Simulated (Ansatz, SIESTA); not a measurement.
## One structure in several programs: CuAgO₂ (C2/m, 4 atoms in the cell)

Self-consistent single point.

```
CuAgO2
1.0
    3.21278    -1.38405     0.00000
    3.21278     1.38405     0.00000
   -2.32104     0.00000     5.41639
Cu Ag O
1 1 2
Direct
  0.50000   0.50000   0.50000
  0.00000   0.00000   0.00000
  0.87545   0.87545   0.28377
  0.12455   0.12455   0.71623
```

Shared settings, as Ansatz (a quantum-chemistry and plane-wave program) writes them: kpoints.mp_grid.grid = 10 10 5; scf.occupations.method = fermi_dirac; scf.occupations.width = 0.1 eV. Potentials and cutoffs stand in the table.

| code | model | pressure (GPa) | largest force (eV/Å) | cutoff |
|---|---|---|---|---|
| Ansatz | LDA (PW92)+U, PAW files made with PBE | -4.12 | 0.512 | 420 eV |
| SIESTA | LDA PW92+U, numerical atomic orbitals TZP, PseudoDojo LDA standard norm-conserving potentials (rewritten from UPF to PSML) | -5.77 | 0.607 | grid 400 Ry |

Hubbard term: [{species: Cu, l: d, u_eff: 4.0}] eV.

No clean gap comes from Ansatz and SIESTA: levels at the Fermi energy touch, overlap or are partly filled at this smearing.

On Ansatz's run: spin polarisation is off, so a magnetic state, if there is one, cannot be reached. The U value is a test value, and with U on an open shell several self-consistent states can exist.

The spread over the programs that give each value: pressure within 1.65 GPa; largest force within 0.095 eV/Å.

SIESTA uses small atom-centred bases, whose incompleteness enters pressures, forces and empty levels differently from a plane-wave cutoff. Ansatz's pressure is given at a fixed set of plane waves, as the other plane-wave codes print theirs; with its correction for the finite basis it is -3.60 GPa (the shift of 0.52 GPa shows how far the cutoff is from converged). The same U acts on different projectors in each program, which moves gaps, moments and pressures.

The starting cell comes from a database of computed structures (which also holds hypothetical and non-ambient phases and stackings), without a prior relaxation at this level. Its lattice was rescaled by a random factor within 2.5 % of one.

Keys are those of Ansatz 0.2.
